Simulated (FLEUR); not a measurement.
A self-consistent single point of Nb (Im-3m, 1 atom in the cell) with FLEUR.

Method: FLEUR with PBE, all-electron FLAPW (FLEUR), scalar-relativistic valence.

```
Nb
1.0
   -1.65825     1.65825     1.65825
    1.65825    -1.65825     1.65825
    1.65825     1.65825    -1.65825
Nb
1
Cartesian
  0.00000   0.00000   0.00000
```

Reference input (self-consistent single point, DFT, PBE, all-electron FLAPW (FLEUR), scalar-relativistic valence): Kmax = 4 1/bohr; GmaxXC = 14 1/bohr; xcFunctional = pbe; jspins = 1; l_soc = F; mode = hist; fermiSmearingEnergy = 0.00367493 Htr; mesh (inpgen div1-3) = 10 10 10; inpgen gamma flag = true; Gmax = 14 1/bohr; numbands = 0; maxIterBroyd = 15. This run's input differs from it in these lines:

```diff
@@ -13,3 +13,3 @@
 &comp jspins=1 /
-&kpt div1=10 div2=10 div3=10 gamma=t /
+&kpt div1=12 div2=12 div3=12 /
 &end /
```

Output (repeated stretches shortened):

```
 Iteration:     1   Distance:      12.18759126 me/bohr^3
 Iteration:     2   Distance:      11.17495469 me/bohr^3
 Iteration:     3   Distance:       4.23078222 me/bohr^3
 Iteration:     4   Distance:       2.66422807 me/bohr^3
 Iteration:     5   Distance:       1.36115265 me/bohr^3
   [... 4 lines left out ...]
 Iteration:    10   Distance:       0.00085863 me/bohr^3
 Iteration:    11   Distance:       0.00024114 me/bohr^3
 Iteration:    12   Distance:       0.00003138 me/bohr^3
 Iteration:    13   Distance:       0.00000085 me/bohr^3
 Run finished successfully
 Stop message:
   Structural relaxation: Done

[file out, last iteration]
             iter=     14
[...]
          total density-effective poten   -6.2151530873E+03
          total charge density-energy d   -1.1909346822E+02
 Updated energy parameters for spin:           1
[...]
 fermi energy and band-weighting factors:
    0.669780    0.835751    0.835751

[...]
FERMIE:
          first approx. to ef    (T=0)  :   0.485323 htr   (energy of the highest occ. eigenvalue)
          number of occ. states  (T=0)  :        436
          first approx. to seigv (T=0)  :  -4.681864 htr
          sum of weights of occ. states :   6.500000
          sum of semicore charge        :   0.000000 e
FERHIS:  Fermi-Energy by histogram:
          bandgap                     :   0.000086 htr
   [... lines left out ...]
          charge neutrality (T=0)     :   0.000000    (zero if the highest occ. eigenvalue is "entirely" occupied)
     EF_NEWTON:  Adjust Fermi-Energy by Newton-Method.
 Direct bandgap for spin            1 :    2.6073418036795581E-002  Htr
   [... lines left out ...]
 ---->    (input%tkb*entropy) TS=              0.0020020334 htr
 ---->    free energy=                     -3820.4747424240 htr
      extrapolation for T->0
 ---->    total electron energy=           -3820.4737414073 htr
 ***** TOTAL FORCES ON ATOMS *****
 TOTAL FORCE FOR ATOM TYPE=  1  X=  0.000   Y=  0.000   Z=  0.000
                       FX_TOT= 0.000000 FY_TOT= 0.000000 FZ_TOT= 0.000000
 Structural relaxation: Done
```

The run converged in 13 iterations. FLEUR gives forces in its relaxation mode, with a further iteration, so its stop message speaks of a relaxation. Against the reference run the free energy falls by 10.7 meV/atom.

The starting cell has typed, rounded lattice constants, without a prior relaxation at this level. Its lattice was rescaled by up to half a per cent. Spin polarisation is off. Values depend on the basis (sphere radii, cutoffs, local orbitals), which need not be converged. The log's line on a gap gives a spacing of levels on this mesh, which the program prints for metals too.
